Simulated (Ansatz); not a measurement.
BiFeO3 (model structure, Cc, No. 9, 10 atoms in the cell)

The numbers are results of LDA in Ansatz (PAW), not measurements.

Numerical settings: plane-wave cutoff 520 eV, 8×8×8 k mesh, Fermi–Dirac smearing 0.01 eV, spin-polarised with opposed moments, scalar-relativistic PAW data made under PBE.

Cell (relaxed at this level):

```cif
data_Bi2Fe2O6
_chemical_formula_sum 'Bi2 Fe2 O6'
_space_group_name_H-M_alt 'P 1'
_space_group_IT_number 1
_cell_length_a 5.22778
_cell_length_b 5.21098
_cell_length_c 5.79716
_cell_angle_alpha 114.690
_cell_angle_beta 116.801
_cell_angle_gamma 90.000
loop_
_space_group_symop_operation_xyz
  'x, y, z'
loop_
_atom_site_label
_atom_site_type_symbol
_atom_site_fract_x
_atom_site_fract_y
_atom_site_fract_z
_atom_site_occupancy
Bi1 Bi 0.02263 0.04559 0.49991 1
Fe1 Fe 0.72927 0.22393 0.93128 1
O1 O 0.96807 0.39853 0.33599 1
O2 O 0.41338 0.91466 0.82292 1
O3 O 0.90010 0.90980 0.80490 1
Bi2 Bi 0.47727 0.54559 0.49991 1
Fe2 Fe 0.20201 0.72393 0.93128 1
O4 O 0.36791 0.89853 0.33598 1
O5 O 0.90481 0.40979 0.80490 1
O6 O 0.40954 0.41466 0.82292 1
```
Starting moments (μB, in the order of the record's atoms Bi Fe O O O Bi Fe O O O): 0.0 4.2 0.0 0.0 0.0 0.0 -4.2 0.0 0.0 0.0.

* **band gap**: 0.23 eV
* **Γ–Γ gap**: 0.55 eV

Note: the magnetic order was assumed, not searched for or taken from measurement; the relaxation could raise the start's symmetry but not lower it, so the cell can be a saddle point; without U or exact exchange, gaps and moments of open d shells tend to come out too small.

Spin–orbit coupling is not included; it can close the smallest gap of 0.23 eV.

The computed numbers hold no vibrational or temperature effects.

It cost roughly 19 core-minutes of CPU time.

A model structure was made by putting elements into a prototype or built by hand; it is no filed structure, need not be a known phase, and can be a saddle point held by its symmetry.

Ansatz is a quantum-chemistry and plane-wave program.
